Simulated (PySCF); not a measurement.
PySCF 2.14.0, unrestricted R2SCAN/def2-tzvp, df: Al(Me)(F)2 triplet ([CH3][Al]([F])[F]), charge 0, multiplicity 3, 7 atoms. The geometry is a generated start, not checked to be a minimum at this level.

task: energy
method: r2scan
basis: def2-tzvp
two-electron scheme: density fitting
mol.max_memory: 3000 MB
mf.max_cycle: 100
mf.conv_tol: 1e-09 (default)
mf.grids.level: 3 (default)
basis functions: 148
grid points: 91248

```xyz
7

Al     0.8234     0.6308     0.0326
C     -0.7403    -0.5709    -0.0268
H     -0.5537    -1.4376    -0.6604
H     -1.6075    -0.0402    -0.4185
H     -0.9875    -0.9519     0.9638
F      0.7674     2.1882    -0.5087
F      2.2981     0.1816     0.6181
```

Charge 0 and multiplicity 3 are set for this test and not shown to be the ground state.

With the defaults (mf.DIIS = CDIIS, mf.diis_space = 8, mf.level_shift = 0, mf.diis = true, mf.init_guess = minao, mf.diis_damp = 0) it converges in 15 Fock builds. One run each on 2 threads, 1 BLAS thread, with these changes:
- mf.diis_space = 12
- mf.DIIS = ADIIS
- mf.DIIS = EDIIS
- mf.init_guess = mod_huckel
- mf.diis_damp = 0.3
- mf.level_shift = 1 Hartree
- mf.level_shift = 0.3 Hartree
- mf.diis_space = 3
- mf.diis = false

Problem. Which runs fail or end elsewhere than the default run?

Solution. No convergence: mf.DIIS = EDIIS; mf.diis_space = 3; mf.level_shift = 0.3 Hartree; mf.level_shift = 1 Hartree; mf.diis = false (the run ends without SCF convergence in 100 cycles). The rest reach the solution of the defaults.

```tsv
setting	Fock builds	end
the defaults	15	same solution
mf.diis_space = 12	15	same solution
mf.diis_damp = 0.3	15	same solution
mf.init_guess = mod_huckel	19	same solution
mf.DIIS = ADIIS	29	same solution
mf.level_shift = 0.3 Hartree	37	no convergence
mf.DIIS = EDIIS	101	no convergence
mf.diis_space = 3	101	no convergence
mf.level_shift = 1 Hartree	101	no convergence
mf.diis = false	101	no convergence
```
